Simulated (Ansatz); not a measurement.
Consider BN in the wurtzite structure (space group P6_3mc, No. 186; a = 2.541 Å, c = 4.203 Å). Axes: x lies along a and z along c of the hexagonal cell.

Method: PBEsol/PAW in Ansatz (a quantum-chemistry and plane-wave program), without spin-orbit coupling.

For the base:

- Shortest interatomic distance: 1.559 Å
- Valence-band top at Γ: 0.00, 0.00, -0.28 eV

One thing is altered: the cell is compressed by 1.80 % along x with no lateral relaxation, atoms relaxed at fixed cell.

Task: What happens to the stress?

Result: The stress (xx, yy, zz, yz, xz, xy; compression positive) amounts to (18.07, 2.61, 1.12, 0.00, 0.00, 0.00) GPa.

Task: Predict the new shortest interatomic distance.

Result: The shortest interatomic distance shrinks by 0.016 Å, from 1.559 Å to 1.543 Å.

Task: What does the calculation give for the valence-band top at Γ after the change?

Result: The valence-band top at Γ (three highest levels, from the VBM) changes from 0.00, 0.00, -0.28 eV to 0.00, -0.17, -0.43 eV.

The levels and masses belong to the bands next to the band gap. The cells carry an imposed strain or load. Stability against distortions was not tested.
